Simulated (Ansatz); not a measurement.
Base system: Ge in the diamond structure (space group Fd-3m, No. 227; a = 5.676 Å).

The values are results of Kohn–Sham DFT with the PBEsol functional, run in Ansatz (an electronic-structure program) with PAW and 420 eV plane waves, no SOC, not measurements.

For the base:

```
Quantity                         Result
-----------------------------  --------
Band gap                           zero
Shortest interatomic distance  245.8 pm
Gap character                    absent
```

The change: cell and atoms relaxed at a pressure of 22.5 GPa.

**Question.** How does this affect the band gap, hole mass, shortest interatomic distance and gap character?

**Answer.** The band gap changes from zero to 0.15 eV; the hole mass (degenerate bands, along [100]) comes out as 0.078, 0.18, 0.18 mₑ (at Γ); the shortest interatomic distance shrinks by 16.3 pm, from 245.8 pm to 229.5 pm; the gap character becomes indirect, Γ → Γ–X (80 % along) (base: absent).

Load acts through the strain it causes; cell and atoms are relaxed under it. Masses are band curvatures over ±0.01 Å⁻¹ around the edge. Stability against distortions was not tested. Measured, Ge leaves this structure (for the β-tin structure) near 10.6 GPa (room temperature; as listed in arXiv:1906.07825). The zero or small gap of Ge can change with the level of theory.
